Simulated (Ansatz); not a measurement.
Ni on the 1x1 (111) surface of fcc Au (the real clean face reconstructs), one in a 2x2 cell, energies for each (29.9 Å²). Energies are against an atom of fcc Ni, ferromagnetic, without zero-point or thermal terms; each row is named by its start. No converged result for: 1 more start.

All values below come from PBE (plane waves to 420 eV, PAW; Ansatz, an electronic-structure program).

Slab: 17 atoms, 7.2 Å thick at the start under the adsorbate (thin: gaps and levels are the slab's own); k 6x6x1, smearing 0.1 eV, dipole-corrected; 8 atoms held, the rest relaxed; each run with such symmetry as its start has; spin-polarised, no spin-orbit, no U, no dispersion correction.

A negative adsorption energy means that the adsorbate is more stable on the surface than in its reference. Starts that drift may end in the same place. Heights count from the host atoms within 0.3 Å of the top one.

```
starting site                           E_ads (eV)  height (Å)  nearest host atom (Å)  bonded to  Δ work function (eV)  lateral drift (Å)  moment (μB)
--------------------------------------  ----------  ----------  ---------------------  ---------  --------------------  -----------------  -----------
top Au                                        2.91        1.83                Au 2.37         Au                 -1.22                0.0          0.8
hollow Au-Au-Au over Au at depth 2.4 Å        1.90        1.77                Au 2.49       3 Au                 -1.15                0.0          0.6
bridge Au-Au (span 2.9 Å)                     1.84        1.77                Au 2.48       3 Au                 -1.17                0.8          0.5
```
